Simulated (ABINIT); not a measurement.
## Worked example: self-consistent single point of WC (P-6m2, 2 atoms in the cell) in ABINIT

Computed with PBE, PAW (JTH v2.0 PBE PAW) (plane waves; ABINIT 10.0.3).

Input:

```
# WC, JTH v2.0 PBE PAW
pp_dirpath "./"
pseudos "W.GGA_PBE-JTH.xml, C.GGA_PBE-JTH.xml"
acell 5.4944709802 5.4944709802 5.3491305780
rprim
         1.0000000000   -0.0000000723    0.0000000000
        -0.4999999374    0.8660254399    0.0000000000
         0.0000000000    0.0000000000    1.0000000000
natom 2
ntypat 2
znucl 74 6
typat 1 2
xred
         0.0000000000    0.0000000000    0.0000000000
         0.6666666667    0.3333333333    0.5000000000
ecut 21
pawecutdg 42
pawxcdev 0
occopt 3
tsmear 0.136 eV
nband 14
kptopt 1
ngkpt 13 13 12
nshiftk 1
shiftk 0 0 0
nstep 60
toldfe 1.0e-09
prtwf 0
prtden 0
enunit 2
```

Output (repeated stretches shortened):

```
 Symmetries : space group P-6 m 2 (#187); Bravais hP (primitive hexag.)

 -outvars: echo values of preprocessed input variables --------
            acell      5.4944709802E+00  5.4944709802E+00  5.3491305780E+00 Bohr
             ecut      2.10000000E+01 Hartree
           enunit           2
              ixc     -101130
         kptrlatt       13    0    0      0   13    0      0    0   12
          kptrlen      6.41895669E+01
            natom           2
            nband          14
            ngfft          24      24      24
          ngfftdg          36      36      32
             nkpt         147
            nstep          60
             nsym          12
           ntypat           2
           occopt           3
        pawecutdg      4.20000000E+01 Hartree
         pawxcdev           0
            rprim      1.0000000000E+00 -7.2300000000E-08  0.0000000000E+00
                      -4.9999993740E-01  8.6602543990E-01  0.0000000000E+00
                       0.0000000000E+00  0.0000000000E+00  1.0000000000E+00
          spgroup         187
           toldfe      1.00000000E-09 Hartree
           tsmear      4.99790825E-03 Hartree
            typat      1  2
           useylm           1
             xred      0.0000000000E+00  0.0000000000E+00  0.0000000000E+00
                       6.6666666667E-01  3.3333333333E-01  5.0000000000E-01
            znucl       74.00000    6.00000

== DATASET  1 ==================================================================

 Real(R)+Recip(G) space primitive vectors, cartesian coordinates (Bohr,Bohr^-1):
 R(1)=  5.4944710 -0.0000004  0.0000000  G(1)=  0.1820012  0.1050784  0.0000000
 R(2)= -2.7472351  4.7583516  0.0000000  G(2)=  0.0000000  0.2101568  0.0000000
 R(3)=  0.0000000  0.0000000  5.3491306  G(3)=  0.0000000  0.0000000  0.1869463
 Unit cell volume ucvol=  1.3985101E+02 bohr^3
 Angles (23,13,12)=  9.00000000E+01  9.00000000E+01  1.20000000E+02 degrees

 Coarse grid specifications (used for wave-functions):

 getcut: wavevector=  0.0000  0.0000  0.0000  ngfft=  24  24  24
         ecut(hartree)=     21.000   => boxcut(ratio)=   2.11744

 Fine grid specifications (used for densities):

 getcut: wavevector=  0.0000  0.0000  0.0000  ngfft=  36  36  32
         ecut(hartree)=     42.000   => boxcut(ratio)=   2.05058

   9.26042540E+02                                ecore*ucvol(ha*bohr**3)

_setup2: Arith. and geom. avg. npw (full set) are     642.737     642.717

--- !BeginCycle
solver: {iscf: 17, nstep: 60, nline: 4, wfoptalg: 10, }
tolerances: {toldfe: 1.00E-09, }
...

     iter   Etot(hartree)      deltaE(h)  residm     nres2
 ETOT  1  -71.942121343821    -7.194E+01 1.443E+01 1.186E+01
 ETOT  2  -74.838681926860    -2.897E+00 1.906E-01 1.474E+01
 ETOT  3  -74.797476492239     4.121E-02 7.152E-02 2.652E+00
 ETOT  4  -74.792778798769     4.698E-03 2.299E-02 8.196E-01
 ETOT  5  -74.790153377433     2.625E-03 1.812E-02 3.187E-02
 ETOT  6  -74.790345895733    -1.925E-04 5.860E-03 5.531E-03
   [... 2 lines left out ...]
 ETOT  9  -74.790360232057    -6.945E-08 5.618E-05 6.209E-06
 ETOT 10  -74.790360234404    -2.347E-09 7.619E-05 1.719E-06
 ETOT 11  -74.790360230195     4.209E-09 8.994E-06 9.509E-08
 ETOT 12  -74.790360230142     5.218E-11 7.661E-06 6.480E-09
 ETOT 13  -74.790360230149    -6.850E-12 1.442E-06 3.665E-09

 At SCF step   13, etot is converged :
  for the second time, diff in etot=  6.850E-12 < toldfe=  1.000E-09

 Cartesian components of stress tensor (hartree/bohr^3)
  sigma(1 1)= -2.12275111E-04  sigma(3 2)=  0.00000000E+00
  sigma(2 2)= -2.12275107E-04  sigma(3 1)=  0.00000000E+00
  sigma(3 3)= -2.62783527E-04  sigma(2 1)=  7.42200925E-13

 ----iterations are completed or convergence reached----

 reduced coordinates (array xred) for    2 atoms
       0.000000000000      0.000000000000      0.000000000000
       0.666666666667      0.333333333333      0.500000000000
 cartesian forces (eV/Angstrom) at end:
    1      0.00000000000000    -0.00000000000000    -0.00000000000000
    2     -0.00000000000000     0.00000000000000    -0.00000000000000
 frms,max,avg= 1.3440068E-26 2.0160102E-26   0.000E+00  0.000E+00  0.000E+00 e/A
 length scales=  5.494470980200  5.494470980200  5.349130578000 bohr
              =  2.907548815981  2.907548815981  2.830637987649 angstroms
 Fermi (or HOMO) energy (hartree) =   0.36808   Average Vxc (hartree)=  -0.49838
 Eigenvalues (hartree) for nkpt= 147  k points:
 kpt#   1, nband= 14, wtk=  0.00049, kpt=  0.0000  0.0000  0.0000 (reduced coord)
  -2.35324   -1.02908   -1.02561   -1.02561   -0.16480    0.20829    0.24368    0.24368
   0.37125    0.48645    0.48645    0.57453    0.57453    0.60207
      occupation numbers for kpt#   1
   2.00000    2.00000    2.00000    2.00000    2.00000    2.00000    2.00000    2.00000
   0.69308    0.00000    0.00000    0.00000    0.00000    0.00000
 prteigrs : prtvol=0 or 1, do not print more k-points.

 Fermi (or HOMO) energy (eV) =  10.01589   Average Vxc (eV)= -13.56168
 Eigenvalues (   eV  ) for nkpt= 147  k points:
 kpt#   1, nband= 14, wtk=  0.00049, kpt=  0.0000  0.0000  0.0000 (reduced coord)
 -64.03503  -28.00277  -27.90830  -27.90830   -4.48440    5.66776    6.63089    6.63089
  10.10216   13.23711   13.23711   15.63385   15.63385   16.38318
 prteigrs : prtvol=0 or 1, do not print more k-points.

--- !EnergyTerms
comment             : Components of total free energy in Hartree
kinetic             :  1.01221730314229E+01
hartree             :  1.07136612970077E+01
xc                  : -9.84407732313114E+00
Ewald energy        : -6.60390510481498E+01
psp_core            :  6.62163653223142E+00
local_psp           : -3.06399270567443E+01
spherical_terms     :  4.27592444749400E+00
internal            : -7.47896601198692E+01
'-kT*entropy'       : -6.81789666495659E-04
total_energy        : -7.47903419095357E+01
total_energy_eV     : -2.03514870272102E+03
...

-Cartesian components of stress tensor (GPa)         [Pressure=  6.7407E+00 GPa]
- sigma(1 1)= -6.24534833E+00  sigma(3 2)=  0.00000000E+00
- sigma(2 2)= -6.24534822E+00  sigma(3 1)=  0.00000000E+00
- sigma(3 3)= -7.73135699E+00  sigma(2 1)=  2.18363014E-08

 Calculation completed.
```

The run converged in 13 iterations.

The starting cell comes from a database of computed structures (which also holds hypothetical and non-ambient phases and stackings), without a prior relaxation at this level. Its lattice was rescaled by a random factor within 2.5 % of one. Spin polarisation is off. With a pressure of about 7 GPa the cell is away from its equilibrium volume at this level.

Cost on one core of a shared machine: roughly 2 min.
